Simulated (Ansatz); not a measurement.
# Amorphous Ti$_{20}$O$_{43}$Lu$_{2}$

Preparation: random packing, a CHGNet melt and quench, and a DFT relaxation. O atoms were pushed apart under 1.9 Å during the dynamics, to hinder bonds among them. The hot cell started wider than the set density and was brought back towards it in steps. It is the lowest in DFT energy of 2 quenches. It is a model cell: composition and starting density were chosen by hand, and all elements were melted together. No dispersion term was used.

Methods: PBE, scalar-relativistic without spin-orbit coupling (Ansatz, a quantum-chemistry and plane-wave program); r2SCAN, scalar-relativistic without spin-orbit coupling (Ansatz); HSE06, scalar-relativistic without spin-orbit coupling (Ansatz). Geometry, pressure, stress and energy are those of the PBE run. Its sampling: a 2×2×2 Γ-centred mesh; Fermi-Dirac width 0.02 eV; no spin polarisation. Other functionals are single points at the zone centre (r2SCAN at 500 eV; exact exchange cut at the cell's faces), free to take moments where seeds were set. At PBE the levels at the filled edge of the gap are localised (band-tail or defect states).

| Quantity | Value |
|---|---|
| Number of atoms in the cell | 65 |
| Density (held, not predicted) | 4.11 g/cm³ |
| Volume per atom | 12.40 Å³ |
| Pressure on a 2×2×2 Γ-centred mesh | 1.36 GPa |
| Largest force and stress component on that mesh (the relaxation ran on the zone centre alone) | 0.16 eV/Å and 1.4 GPa |
| Level gap on a 2×2×2 Γ-centred mesh (PBE) | 2.53 eV |
| Level gap at the zone centre (PBE) | 2.60 eV |
| Level gap at the zone centre (r2SCAN) | 2.95 eV |
| Level gap at the zone centre (HSE06) | 4.15 eV |

Bonds are counted up to Ti-Ti 3.12 Å, Ti-O 2.42 Å, Ti-Lu 3.62 Å, O-O 1.58 Å, O-Lu 2.78 Å, Lu-Lu 4.11 Å. Two cations that share two anions don't count as bonded, nor two that share one unless they lie closer than Ti-Ti 3.04 Å, Ti-Lu 3.52 Å, Lu-Lu 4.00 Å.

* **Mean coordination of Ti by anions**: 5.40 (13 with 5, 6 with 6, 1 with 7)
* **Mean coordination of O**: 2.84 (11 with 2, 28 with 3, 4 with 4)
* **Mean coordination of Lu by anions**: 7.00 (1 with 6, 1 with 8)
* **Mean Ti-O bond**: 1.960 Å (spread 0.134 Å, 108 counted)
* **Mean O-Lu bond**: 2.309 Å (spread 0.078 Å, 14 counted)

Its density started from a set value of 4.11 g/cm³. Cooling (nominally 300 K/ps over its main leg) ran many orders faster than in experiment, which tends to leave more defects and strain. One small periodic cell is one sample of the glass; other quenches scatter about these values. The volume was held where the preparation left it and the shape relaxed, at a PBE pressure of 1.4 GPa. Stress components on the final sampling reach 1.4 GPa. On a 2×2×2 Γ-centred mesh force components of up to 0.16 eV/Å stay, since the relaxation ran on the zone centre alone.
